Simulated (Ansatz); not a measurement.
## RhSi: uniaxial strain ε_yy = +0.83 %

The parent structure is RhSi (space group Pnma, No. 62; a = 5.5372 Å, b = 3.0610 Å, c = 6.3690 Å; a cell from a computed database, its experimental status unchecked). Axes: x, y, z lie along a, b, c of the conventional cell.

Modification: uniaxial strain ε_yy = +0.83 %, all other strain components held at zero; the atoms relax in the strained cell.

Method: PBEsol (Ansatz, a quantum-chemistry and plane-wave program), no spin-orbit coupling. Settings: 9×15×8 k-points, 0.05 eV Fermi–Dirac smearing.

- Volume per atom = 13.61 Å³ (base 13.49 Å³)
- Space group = Pnma (No. 62) (base Pnma (No. 62))
- Shortest interatomic distance = 2.413 Å (base 2.409 Å)
- Energy relative to the base (free energy F) = +0.7 meV/atom
- Band gap = zero (base zero)
- Stress (xx, yy, zz, yz, xz, xy; compression positive) = (-1.1, -2.0, -1.5, 0.0, 0.0, 0.0) GPa (rough)

Final structure:

```
RhSi
1.0
    5.53719     0.00000     0.00000
    0.00000     3.08644     0.00000
    0.00000     0.00000     6.36902
Si Rh
4 4
Cartesian
  1.02418   0.77161   2.82206
  4.51301   2.31483   3.54697
  1.74442   2.31483   6.00657
  3.79277   0.77161   0.36246
  0.01778   0.77161   5.08224
  5.51941   2.31483   1.28678
  2.75081   2.31483   1.89773
  2.78638   0.77161   4.47129
```

Cost of the whole job for the changed cell (relaxation, final SCF and bands): very roughly 120 core-seconds.

Without a gap, meshes like the base's 9×15×8 leave anisotropic stresses uncertain by several tenths of a GPa, and small strain energies with them. Stability against distortions was not tested. The final runs are not spin-polarised. The zero or small gap of RhSi can change with the level of theory.
